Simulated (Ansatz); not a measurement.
The starting structures come from a database of crystals and need not be the phases stable at ambient conditions.

The decay constant κ of evanescent states in the gap governs leakage through a thin film.

Given:

```
CELL_PARAMETERS angstrom
      6.86211     0.00000     0.00000
      0.00000     7.29936     0.00000
      0.00000     3.64968     2.10714
ATOMIC_POSITIONS crystal
  Mg 0.50000 0.00000 0.00000
  Mg 0.00000 0.00000 0.00000
  Te 0.75000 0.66667 0.00000
  Te 0.25000 0.33333 0.00000
```

Space group of this cell: P6_3/mmc, NiAs type. The cell is taken as given; by PBEsol its mean pressure is -1.1 GPa.

Transport runs along the normal of the first two printed cell vectors, the (110) plane of the conventional cell.

No gap correction and no spin-orbit coupling; mid-gap values are interpolated between computed energies.

Problem. Compute, with Ansatz (an electronic-structure program) with PBEsol, the band gap and the smallest decay constant κ at mid-gap.

Solution. Gap 0.90 eV on a 6×14×14 mesh; κ = 0.106 1/Å, at the zone centre.
